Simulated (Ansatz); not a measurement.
Consider BaTiO₃ in the cubic perovskite structure (space group Pm-3m, No. 221; a = 4.019 Å).

Perturbation: the cell is scaled by 1.0147 in all directions; the atoms relax in the strained cell.

Levels (all Ansatz, a program for electronic structure, PAW, earlier PAW set): PBE (420 eV, no SOC); PBE+SOC (420 eV, noncollinear with spin-orbit coupling).

The geometry is relaxed with PBE.

- PBE lowest conduction level above the VBM at special points: Γ 1.69 eV; X 1.80 eV; M 3.26 eV; R 3.86 eV
- PBE smallest direct gap: 1.85 eV

**Question.** Predict the hole mass, lowest conduction level above the VBM at special points and smallest direct gap from PBE+SOC.

**Answer.** The hole mass (degenerate bands, along [100]) amounts to 0.84, 2.3 mₑ (at R); the lowest conduction level above the VBM at special points changes from Γ 1.69 eV; X 1.80 eV; M 3.26 eV; R 3.86 eV to Γ 1.68 eV; X 1.80 eV; M 3.25 eV; R 3.85 eV; the smallest direct gap falls by 0.053 eV to 1.79 eV.

Single points use the geometry relaxed with PBE. The spin-orbit shifts are approximate. Effective masses come from finite differences of ±0.01 Å⁻¹. No phonon test of stability was made. The runs without spin-orbit coupling are not spin-polarised. Many cubic perovskites are stable only at high temperature; tilts and polar distortions were not tested. This is not the structure that BaTiO3 has at room temperature and ambient pressure.
